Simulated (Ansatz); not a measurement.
We consider stishovite (SiO2), described by r²SCAN+rVV10 in Ansatz (plane waves, PAW).

Settings: plane-wave cutoff 560 eV, 8×8×12 k mesh (along the axes of the cell as run), Fermi–Dirac smearing 0.01 eV, scalar-relativistic PAW data made under PBE.

Cell (relaxed at this level):

```cif
data_O4Si2
_chemical_formula_sum 'Si2 O4'
_space_group_name_H-M_alt 'P42/mnm'
_space_group_IT_number 136
_space_group_name_Hall '-P 4n 2n'
_cell_length_a 4.17562
_cell_length_b 4.17562
_cell_length_c 2.66810
_cell_angle_alpha 90.000
_cell_angle_beta 90.000
_cell_angle_gamma 90.000
loop_
_atom_site_label
_atom_site_type_symbol
_atom_site_symmetry_multiplicity
_atom_site_Wyckoff_symbol
_atom_site_fract_x
_atom_site_fract_y
_atom_site_fract_z
_atom_site_occupancy
Si1 Si 2 a 0.00000 0.00000 0.00000 1
O1 O 4 f 0.30578 0.30578 0.00000 1
```

### Question
Predict the bulk modulus, band gap and pressure derivative B′ of the bulk modulus.

### Answer

* **bulk modulus**: 309 GPa
* **band gap**: 6.56 eV (direct)
* **pressure derivative B′ of the bulk modulus**: 5.3

Measured, for comparison: bulk modulus 310 ± 1 GPa (300 K, no zero-point or thermal correction; as tabulated in arXiv:1001.2066). Computed (rounded) less measured: bulk modulus -0.3 % (inside the measured uncertainty).

Note: the bulk modulus comes from volumes at which shape and atoms were relaxed.

Computed values are for the static lattice.

The result took around 10 core-minutes (rough).

Ansatz is an electronic-structure program.
